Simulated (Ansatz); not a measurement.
**A computed series for hypothetical anti-CdI2 type Tl2S: thickness series**

Consider Tl₂S in the anti-CdI2 type structure (space group P-3m1, No. 164; a = 4.172 Å, c = 5.967 Å; a hypothetical phase, not in the database extracts checked).

Free-standing slabs (3 atom(s) a layer) normal to the stacking axis with 15 Å of vacuum; in-plane cell relaxed.

Method: Ansatz (a first-principles code), r2SCAN+rVV10, PAW, cutoff 500 eV, scalar-relativistic without spin-orbit coupling.

Notes on the quantities. excess energy per area of both faces: slab less bulk energy over the cell's area: twice a surface energy; uncertain by up to 0.1 J/m².

| variant | thickness between the outermost nuclei | gap character | excess energy per area of both faces | band gap | in-plane lattice parameter a |
|---|---|---|---|---|---|
| base | – | – | – | zero | 4.172 Å |
| 1 layer | 3.50 Å | indirect, K–Γ (79 % along) → M | 0.32 J/m² | 1.66 eV | 3.983 Å |
| 3 layers | 15.91 Å | indirect, Γ → M | 0.3 J/m² | 0.38 eV | 4.085 Å |
| 4 layers | 21.95 Å | indirect, Γ → M | 0.4 J/m² | 0.14 eV | 4.104 Å |

Slab and bulk use different k-meshes, which limits the precision of the excess energy. Spin-orbit coupling, missing from the scalar runs, can matter with Tl. Whether these cells are dynamically stable was not tested. The final runs are not spin-polarised. A zero or small gap of Tl2S can be the functional's error rather than a property of the material.
